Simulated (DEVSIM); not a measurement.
System: Ti/SiON/p-Ge capacitor, at 300 K.

```
layer (left to right)  material  thickness (nm)  Na (cm⁻³)
---------------------  --------  --------------  ---------
1                          SiON            11.0          -
2                            Ge           11000       3e15
```

Metal gate on the left, work function 4.33 eV. Fixed charge at the semiconductor interface 0 cm⁻² (in units of +e); no interface traps.

The device is made up for the run: typed textbook-type constants, with dimensions and the other settings drawn at random. Values at 300 K; Nc and Nv go as T^1.5, mobilities as T to minus their exponent, the gap by Varshni's rule with the affinity fixed.

| parameter | SiON | Ge |
|---|---|---|
| gap (eV) | 7 | 0.664 |
| affinity (eV) | 1.4 | 4 |
| permittivity | 5.5 | 16 |
| Nc (cm⁻³) | - | 1.04e19 |
| Nv (cm⁻³) | - | 6e18 |
| Varshni α (eV/K) | - | 0.000477 |
| Varshni β (K) | - | 235 |

DEVSIM, 1D Poisson equation in equilibrium, Boltzmann statistics, complete ionisation; no quantum confinement or tunnelling. Metal contacts follow the ideal Schottky-Mott rule: no Fermi-level pinning, no interface dipoles.

The temperature was swept, all else fixed.

| temperature (K) | minimum of the low-frequency capacitance (μF/cm²) | flat-band voltage (V) | threshold voltage (band bending 2φF) (V) |
|---|---|---|---|
| 250 | 0.0347 | -0.19 | 0.21 |
| 300 | 0.0440 | -0.14 | 0.16 |
| 350 | 0.0641 | -0.08 | 0.11 |
| 400 | 0.108 | -0.02 | 0.06 |
| 450 | 0.168 | 0.01 | 0.04 |
| 500 | 0.226 | 0.02 | 0.04 |

From the first row to the last the minimum of the low-frequency capacitance goes from 0.0347 to 0.226. From the first row to the last the flat-band voltage goes from -0.19 to 0.02.
